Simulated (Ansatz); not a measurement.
The parent structure is CuI in the zinc blende structure (space group F-43m, No. 216; a = 6.021 Å). Axes: x, y, z lie along the cube axes.

The values are results of Ansatz (a first-principles code) r2SCAN, spin-orbit coupling left out, earlier PAW set, not measurements.

For the base:

The pressure is -0.01 GPa, the band gap comes out as 1.67 eV and the valence-band top at Γ is 0.00, 0.00, 0.00 eV. The gap character is direct at Γ.

One thing is altered: the symmetric strain tensor [-0.0091 0.0013 0.0074; 0.0013 0.0149 0.0011; 0.0074 0.0011 -0.0168]; the atoms relax in the strained cell.

Q: What does the calculation give for the pressure after the change?

A: The pressure (mean of the normal stresses, compression positive) rises by 0.501 GPa to 0.50 GPa.

Q: Estimate the effect on the band gap.

A: The band gap stays 1.67 eV.

Q: What does the calculation give for the valence-band top at Γ after the change?

A: The valence-band top at Γ (three highest levels, from the VBM) changes from 0.00, 0.00, 0.00 eV to 0.00, -0.02, -0.06 eV.

Q: What happens to the gap character?

A: The gap character stays direct at Γ.

With I present, leaving out spin-orbit coupling can change the band edges. Whether these cells are dynamically stable was not tested. All final runs are without spin polarisation. k-point labels follow each cell's own Brillouin zone.
